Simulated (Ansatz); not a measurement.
# ZrN: Be on a Zr site

The parent structure is a 16-atom supercell of ZrN in the rock salt structure (space group Fm-3m, No. 225; a = 4.552 Å) at its relaxed geometry.

The change: a neutral Be on a Zr site, atoms relaxed at fixed cell, starting from a slightly rattled geometry.

The values are results of DFT with PBEsol, PAW potentials and a 420 eV plane-wave cutoff in Ansatz (a program for electronic structure), spin-orbit coupling left out, not measurements. Γ-centred 7×7×7 mesh, Fermi–Dirac width 0.05 eV.

```csv
quantity,base,changed,shift
pressure,0.0 GPa,-4.9 GPa,-4.97 GPa
largest displacement of a host atom from its site in the perfect cell,–,0.17 Å,–
shift of the substituted atom off its lattice site,–,0.83 Å,–
```

Final structure:

```
CELL_PARAMETERS angstrom
      0.00000     4.55229     4.55229
      4.55229     0.00000     4.55229
      4.55229     4.55229     0.00000
ATOMIC_POSITIONS crystal
  N  0.00504 0.99344 0.00148
  N  0.99474 0.98392 0.51140
  N  0.02142 0.48473 0.01787
  N  0.02142 0.48473 0.47743
  N  0.51495 0.98392 0.99117
  N  0.51496 0.98391 0.51141
  N  0.48100 0.48472 0.01786
  N  0.50550 0.49207 0.50194
  Be 0.20512 0.39320 0.20158
  Zr 0.26139 0.23589 0.75208
  Zr 0.25515 0.75309 0.25158
  Zr 0.25515 0.75309 0.74164
  Zr 0.75564 0.23590 0.25782
  Zr 0.75564 0.23589 0.75208
  Zr 0.74518 0.75310 0.25159
  Zr 0.76056 0.72687 0.75700
```

In so small a cell the defect repeats every few ångströms: this is an ordered compound, not a dilute defect. The final runs are not spin-polarised. An odd electron count without spin: ZrN. The defect cell is not spin-polarised.
